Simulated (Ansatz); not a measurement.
Functionals compared on the (331) surface of fcc Rh in its 1x1 cell, outermost plane spacing 0.88 Å in the ideal cut, in Ansatz (plane waves, PAW). The structure was relaxed with PBE; the other rows are single points on it, each with its references at the same level. Cutoff 420 eV (500 eV for r2SCAN).

Slab: 12 atoms, 9.7 Å thick at the start (thin: gaps and levels are the slab's own); k 14x7x1, smearing 0.1 eV, dipole-corrected; all atoms relaxed; held to the part of the start's symmetry that mesh and held atoms allow; no spin, no spin-orbit, no U. These notes are the PBE run's.

| functional | surface energy (J/m²) | work function of the top face (eV) | rough cost of the single point |
|---|---|---|---|
| PBE | 2.32 | 4.73 | – |
| LDA | 2.95 | 5.11 | around 4 core-minutes (rough) |
| PBEsol | 2.75 | 4.85 | about 4 core-minutes (a rough figure) |
| RPBE | 2.06 | 4.56 | very roughly 4 core-minutes |
| r2SCAN | 2.54 | 4.71 | around 6 core-minutes (rough) |

Ansatz is a program for electronic structure.
